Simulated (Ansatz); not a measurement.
# How the lattice constant a of Si3P4 (model structure, started from the beta Si3N4 type, P6₃/m, No. 176, 14 atoms in the cell) moves with the method

No measured value is used here.

```json
[
 {"level (code)": "LDA (Ansatz)", "value (Å)": "9.642"},
 {"level (code)": "PBE (Ansatz)", "value (Å)": "9.794"},
 {"level (code)": "PBE-D3(BJ) (Ansatz)", "value (Å)": "9.693"},
 {"level (code)": "r²SCAN (Ansatz)", "value (Å)": "9.767"},
 {"level (code)": "r²SCAN+rVV10 (Ansatz)", "value (Å)": "9.747"}
]
```

Cutoffs differ between the levels. Ansatz's density-functional and Hartree–Fock values are scalar-relativistic unless marked +SOC, with PAW data made under PBE.

A model structure was made by putting elements into a prototype or built by hand; it is no filed structure, need not be a known phase, and can be a saddle point held by its symmetry.

Ansatz is a program for electronic structure.
